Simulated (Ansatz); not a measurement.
The reference is BaCd$_{2}$P$_{2}$ (space group P-3m1, No. 164; a = 4.368 Å, c = 7.468 Å; a cell from a computed database, its experimental status unchecked). Axes: x lies along a and z along c of the hexagonal cell.

Levels (all Ansatz, a program for electronic structure, PAW): PBEsol (420 eV, spin-orbit coupling left out); r2SCAN (500 eV, without spin-orbit coupling).

Its gap is 0.77 eV with PBEsol and 1.21 eV with r2SCAN.

One thing is altered: uniaxial stress, 8 GPa tension along z, with the cell and atoms free to relax against it.

With PBEsol the gap becomes 0.15 eV.

Question: If the r2SCAN correction stayed the same, what would the r2SCAN gap be, and what does the r2SCAN run give?

Answer: A rigid correction of +0.44 eV gives 0.59 eV. The r2SCAN run gives 0.61 eV, so the two effects roughly add.

Single points use the geometry relaxed with PBEsol. Load acts through the strain it causes; cell and atoms are relaxed under it. Stability under load was not tested beyond the relaxation. A zero or small gap of BaCd2P2 under uniaxial stress, 8 GPa tension along z can be the functional's error rather than a property of the material.
